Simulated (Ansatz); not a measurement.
Formation energy of the localised charge states of N on the O site + O vacancy (N_O+V_O) in monoclinic HfO2 (start: the O(1,3-fold) site; O(1,3-fold) 2.58 Å away; 96-site cell, 2×2×2 shifted sampling) against the Fermi level, Hf-rich (Δμ(O) = -5.19 eV, Δμ(N) = -3.31 eV, bounded by rock-salt HfN; only phases computed here count, gases as isolated molecules at 0 K). Computed with PBE, PAW (plane waves to 420 eV; Ansatz, a program for electronic structure).

Charges from +1 to 0 were run; one beyond them could lie lower near a band edge.

Details: 96-site cell; 2×2×2 shifted k-points; host gap 4.04 eV; charged states image-corrected; no spin–orbit coupling; not converged in cell size; flagged in the runs: a host whose relaxation on this sampling wasn't shown to rest, a strain field that reaches the edge of the cell.

| E_F − E_VBM (eV) | q = +1 | q = 0 |
|---|---|---|
| 0.00 | -0.60 | 2.38 |
| 0.50 | -0.10 | 2.38 |
| 1.01 | 0.41 | 2.38 |
| 1.51 | 0.91 | 2.38 |
| 2.02 | 1.42 | 2.38 |
| 2.52 | 1.92 | 2.38 |
| 3.03 | 2.43 | 2.38 |
| 3.53 | 2.93 | 2.38 |
| 4.04 | 3.44 | 2.38 |

Crossings of the lowest lines: (+1/0) at 2.98 eV.
